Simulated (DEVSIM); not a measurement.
Structure: Schottky contact on n-type InP, at 300 K.

Layer 1 from the left is InP, thickness (μm) 11.0, Nd (cm⁻³) 3.1e15, τn (s) 8.2e-8, τp (s) 8.2e-8.

Left contact: Schottky, work function 5.36 eV, emission velocity 3.8e6 cm/s. Right contact: ohmic. Voltage is applied to the left contact. Recombination: SRH at mid-gap, Auger. Mobility is constant in doping.

This is a model device: material constants are rounded textbook-type values typed into the input, and sizes, dopings and lifetimes were drawn at random. Values at 300 K.

InP: gap (eV) 1.344, affinity (eV) 4.38, permittivity 12.5, Nc (cm⁻³) 5.7e17, Nv (cm⁻³) 1.1e19, μn (cm²/Vs) 5200, μp (cm²/Vs) 170, Cn (cm⁶/s) 9e-31, Cp (cm⁶/s) 9e-31.

Model (solved in DEVSIM): 1D drift-diffusion, Boltzmann statistics, complete ionisation; no tunnelling, impact ionisation, image-force lowering or self-heating. Metal contacts follow the ideal Schottky-Mott rule: no Fermi-level pinning, no interface dipoles.

Dark forward current:

```csv
|V| (V),|J| (A/cm²)
0.05,1.622e-10
0.10,8.704e-10
0.15,4.776e-9
0.20,2.914e-8
0.25,1.904e-7
0.30,1.285e-6
0.35,8.788e-6
0.40,6.043e-5
0.45,0.0004163
0.50,0.002869
0.55,0.01975
0.60,0.1355
0.65,0.9176
0.70,5.781
0.75,27.48
0.80,79.49
0.85,155.6
0.90,245.2
0.95,342.4
1.00,444.3
1.05,549.2
1.10,656.4
1.15,765.1
1.20,875.1
1.25,986.1
1.30,1098
```

Task: Work out the local ideality factor n = ΔV / (kT/q · ln(J2/J1)) between the rows 0.15 and 0.20 V, 0.45 and 0.50 V, 1.25 and 1.30 V.

Result: kT/q = 25.85 mV. From 0.15 to 0.20 V: ln(2.914e-8/4.776e-9) = 1.809, n = 1.07, near the 1 of diffusion or emission over a barrier. From 0.45 to 0.50 V: ln(0.002869/0.0004163) = 1.930, n = 1.00, near the 1 of diffusion or emission over a barrier. From 1.25 to 1.30 V: ln(1098/986.1) = 0.107, n = 17.99; the layers' resistance at their doping, Σ W/(qμN) = 0.00043 Ω cm², would take 48 mV of this step of 50 mV.

Task: Estimate the current at 0.45 V for emission alone, J0 = q v N_band exp(−φB/kT), and read the barrier back from the simulated current.

Result: φB = 0.980 eV, N_band = 5.70e17 cm⁻³, J0 = 1.19e-11 A/cm²; J = J0 (exp(qV/kT) − 1) = 0.000433 A/cm². The simulation gives 0.000416 A/cm²; the estimate lies 3.9 % above. Read backwards, the simulated current gives an apparent barrier of 0.981 eV. The estimate leaves out transport through the depletion region and minority injection.
